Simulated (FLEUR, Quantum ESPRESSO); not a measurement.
A Quantum ESPRESSO input for a self-consistent single point of CaNiN (P4_2/mmc, 6 atoms in the cell) (DFT, PBEsol, plane waves, PseudoDojo standard norm-conserving (PBESOL) pseudopotentials):

```fortran
&CONTROL
    calculation = 'scf',
    prefix = 'scf',
    outdir = './work',
    pseudo_dir = './',
    tprnfor = .true.,
    tstress = .true.,
/
&SYSTEM
    ibrav = 6,
    A = 3.5365800000,
    C = 7.0467000000,
    nat = 6,
    ntyp = 3,
    ecutwfc = 100,
    occupations = 'smearing',
    smearing = 'gauss',
    degauss = 0.0099958,
    nspin = 2,
    starting_magnetization(2) = 0.111,
/
&ELECTRONS
    conv_thr = 1.0d-10,
    mixing_beta = 0.4,
/
ATOMIC_SPECIES
Ca    40.0780  Ca.upf
Ni    58.6934  Ni.upf
N     14.0070  N.upf
ATOMIC_POSITIONS {alat}
Ca    0.0000000000    0.0000000000    1.4943886467
Ca    0.0000000000    0.0000000000    0.4981295489
Ni    0.5000000000    0.5000000000    0.0000000000
Ni    0.5000000000    0.5000000000    0.9962590978
N     0.5000000000    0.0000000000    0.9962590978
N     0.0000000000    0.5000000000    0.0000000000
K_POINTS {automatic}
6 6 3  0 0 0
```

**Question.** Write the same calculation as an input for FLEUR.

**Answer.** One input that does it (others would too):

Input of the input generator:

```
CaNiN crystal
&input film=f /
6.6831676178 0.0000000000 0.0000000000
0.0000000000 6.6831676178 0.0000000000
0.0000000000 0.0000000000 13.3163330824
1.0
1.0 1.0 1.0

6
20 0.0000000000 0.0000000000 0.7500000000 : 0.00
20 0.0000000000 0.0000000000 0.2500000000 : 0.00
28 0.5000000000 0.5000000000 0.0000000000 : 2.00
28 0.5000000000 0.5000000000 0.5000000000 : 2.00
7 0.5000000000 0.0000000000 0.5000000000 : 0.00
7 0.0000000000 0.5000000000 0.0000000000 : 0.00

&comp jspins=2 /
&exco xctyp='PBEs' /
&kpt div1=6 div2=6 div3=3 gamma=t /
&end /
```

```xml
<?xml version="1.0" encoding="UTF-8" standalone="no"?>
<fleurInput fleurInputVersion="0.39">
   <comment>
      CaNiN crystal                                                                                       
   </comment>
   <calculationSetup>
      <cutoffs Kmax="4.7" Gmax="18.8" GmaxXC="18.8" numbands="0"/>
      <scfLoop itmax="80" minDistance="0.00001" maxIterBroyd="25" imix="Anderson" alpha="0.05" precondParam="0.0" spinf="2.0"/>
      <coreElectrons ctail="T" frcor="F" kcrel="0" coretail_lmax="0"/>
      <xcFunctional name="PBEs" relativisticCorrections="F"/>
      <magnetism jspins="2"/>
      <soc l_soc="F" theta="0.0" phi="0.0" spav="F"/>
      <expertModes spex="0" secvar="F"/>
      <geometryOptimization l_f="T" forcealpha="1.0" forcemix="BFGS" epsdisp="0.00001" epsforce="0.00001"/>
      <ldaU l_linMix="F" mixParam="0.05" spinf="1.0"/>
   </calculationSetup>
   <cell>
      <bzIntegration valenceElectrons="62.0" mode="gauss" fermiSmearingEnergy="0.00499791">
         <kPointListSelection listName="default-1"/>
         <!-- k-points included here -->
         <xi:include xmlns:xi="http://www.w3.org/2001/XInclude" href="kpts.xml"> </xi:include>
      </bzIntegration>
      <!-- symmetry operations included here -->
      <xi:include xmlns:xi="http://www.w3.org/2001/XInclude" href="sym.xml"> </xi:include>
      <bulkLattice scale="1.0">
         <bravaisMatrix>
            <row-1>    6.6831676177999997     0.0000000000000000     0.0000000000000000</row-1>
            <row-2>    0.0000000000000000     6.6831676177999997     0.0000000000000000</row-2>
            <row-3>    0.0000000000000000     0.0000000000000000    13.3163330823999999</row-3>
         </bravaisMatrix>
      </bulkLattice>
   </cell>
   <atomSpecies>
      <species name="Calcium (Ca)" element="Ca" atomicNumber="20">
         <mtSphere radius="2.68" gridPoints="925" logIncrement="0.013"/>
         <atomicCutoffs lmax="10" lnonsphr="8"/>
         <electronConfig flipSpins="F">
            <coreConfig>(1s1/2) (2s1/2) (2p1/2) (2p3/2)</coreConfig>
            <valenceConfig>(3s1/2) (3p1/2) (3p3/2) (4s1/2)</valenceConfig>
         </electronConfig>
         <energyParameters s="4" p="4" d="3" f="4"/>
         <lo type="SCLO" l="0" n="3" eDeriv="0"/>
         <lo type="SCLO" l="1" n="3" eDeriv="0"/>
      </species>
      <species name="Nickel (Ni2.000" element="Ni" atomicNumber="28">
         <mtSphere radius="1.99" gridPoints="687" logIncrement="0.018"/>
         <atomicCutoffs lmax="8" lnonsphr="6"/>
         <electronConfig flipSpins="F">
            <coreConfig>(1s1/2) (2s1/2) (2p1/2) (2p3/2) (3s1/2)</coreConfig>
            <valenceConfig>(3p1/2) (3p3/2) (4s1/2) (3d3/2) (3d5/2)</valenceConfig>
            <stateOccupation state="(3d3/2)" spinUp="2.0" spinDown="1.2"/>
            <stateOccupation state="(3d5/2)" spinUp="3.0" spinDown="1.8"/>
         </electronConfig>
         <energyParameters s="4" p="4" d="3" f="4"/>
         <lo type="SCLO" l="1" n="3" eDeriv="0"/>
      </species>
      <species name="Nitrogen (N)" element="N" atomicNumber="7">
         <mtSphere radius="1.13" gridPoints="391" logIncrement="0.026"/>
         <atomicCutoffs lmax="6" lnonsphr="4"/>
         <electronConfig flipSpins="F">
            <coreConfig>(1s1/2)</coreConfig>
            <valenceConfig>(2s1/2) (2p1/2) (2p3/2)</valenceConfig>
            <stateOccupation state="(2p1/2)" spinUp="0.5" spinDown="0.5"/>
            <stateOccupation state="(2p3/2)" spinUp="1" spinDown="1"/>
         </electronConfig>
         <energyParameters s="2" p="2" d="3" f="4"/>
      </species>
   </atomSpecies>
   <atomGroups>
      <atomGroup species="Calcium (Ca)">
         <relPos label="                   1">.0000000000 .0000000000 -1.000/4.000</relPos>
         <relPos label="                   2">.0000000000 .0000000000 1.000/4.000</relPos>
         <force calculate="T" relaxXYZ="TTT"/>
      </atomGroup>
      <atomGroup species="Nickel (Ni2.000">
         <relPos label="                   3">1.000/2.000 1.000/2.000 .0000000000</relPos>
         <relPos label="                   4">1.000/2.000 1.000/2.000 1.000/2.000</relPos>
         <force calculate="T" relaxXYZ="TTT"/>
      </atomGroup>
      <atomGroup species="Nitrogen (N)">
         <relPos label="                   5">1.000/2.000 .0000000000 1.000/2.000</relPos>
         <relPos label="                   6">.0000000000 1.000/2.000 .0000000000</relPos>
         <force calculate="T" relaxXYZ="TTT"/>
      </atomGroup>
   </atomGroups>
   <output dos="F" band="F" slice="F">
      <checks vchk="F" cdinf="F"/>
      <bandDOS minEnergy="-.5*Htr" maxEnergy="0.5*Htr" sigma="0.015" storeEVData="T"/>
      <vacuumDOS vacdos="F" integ="F" star="F" nstars="0" locx1="0.0" locy1="0.0" locx2="0.0" locy2="0.0" nstm="0" tworkf="0.0"/>
      <unfoldingBand unfoldBand="F" supercellX="1" supercellY="1" supercellZ="1"/>
      <plotting iplot="0" polar="F">
         <plot TwoD="T" vec1="  1.0  0.0  0.0" vec2="  0.0  1.0  0.0" vec3="  0.0  0.0  1.0" zero="  0.0  0.0  0.0" file="plot"/>
      </plotting>
      <chargeDensitySlicing numkpt="0" minEigenval="0.0" maxEigenval="0.0" nnne="0" pallst="F"/>
      <specialOutput eonly="F"/>
      <magneticCircularDichroism mcd="F" energyLo="-10.0" energyUp="0.0"/>
   </output>
  <!-- We include the file relax.xml here to enable relaxations (see documentation) -->
  <xi:include xmlns:xi="http://www.w3.org/2001/XInclude" href="relax.xml"> <xi:fallback/> </xi:include>
</fleurInput>
```

Basis, cutoffs, solver keys and any potentials are the target program's own. This input uses DFT, PBEsol, all-electron FLAPW (FLEUR), scalar-relativistic valence. Both were run: size of the net moment 0.08 μB/atom in Quantum ESPRESSO and 0.06 in FLEUR.

On FLEUR: the starting cell comes from a database of computed structures (which also holds hypothetical and non-ambient phases and stackings), without a prior relaxation at this level. The moments shrank to a small part of their start, a low-spin state that need not be the lowest. Values depend on the basis (sphere radii, cutoffs, local orbitals), which need not be converged.

On Quantum ESPRESSO: the starting cell comes from a database of computed structures (which also holds hypothetical and non-ambient phases and stackings), without a prior relaxation at this level. The moments shrank to a small part of their start, a low-spin state that need not be the lowest.
